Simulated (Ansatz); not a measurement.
The parent structure is AlN in the wurtzite structure (space group P6_3mc, No. 186).

```
CELL_PARAMETERS angstrom
      3.13023     0.00000     0.00000
     -1.56512     2.71086     0.00000
      0.00000     0.00000     5.01801
ATOMIC_POSITIONS crystal
  Al 0.33333 0.66667 0.00023
  Al 0.66667 0.33333 0.50023
  N  0.33333 0.66667 0.38177
  N  0.66667 0.33333 0.88177
```

Cartesian axes are those of the cell as printed.

Calculations: PBE, PAW, 420 eV (Ansatz, a quantum-chemistry and plane-wave program; without spin-orbit coupling).

Base values:

```
Item                                          Result
-----------------------------  ---------------------
Valence-band top at Γ          0.00, -0.20, -0.20 eV
Band gap                                     4.03 eV
Width of the top valence band                2.34 eV
```

One thing is altered: the cell is compressed by 2.40 % along z with no lateral relaxation; the atoms relax in the strained cell.

Question: Predict the new valence-band top at Γ.

Answer: The valence-band top at Γ (three highest levels, from the VBM) goes from 0.00, -0.20, -0.20 eV to 0.00, -0.42, -0.42 eV.

Question: What does the calculation give for the stress after the change?

Answer: The stress (xx, yy, zz, yz, xz, xy; compression positive) comes out as (2.67, 2.67, 8.39, 0.00, 0.00, 0.00) GPa.

Question: What does the calculation give for the band gap after the change?

Answer: The band gap increases by 0.072 eV (4.03 eV → 4.11 eV).

Question: What does the calculation give for the largest internal atomic displacement after the change?

Answer: The largest internal atomic displacement is 0.012 Å.

Question: What happens to the width of the top valence band?

Answer: The width of the top valence band grows by 0.17 eV (2.34 eV → 2.51 eV).

Stability against distortions was not tested.
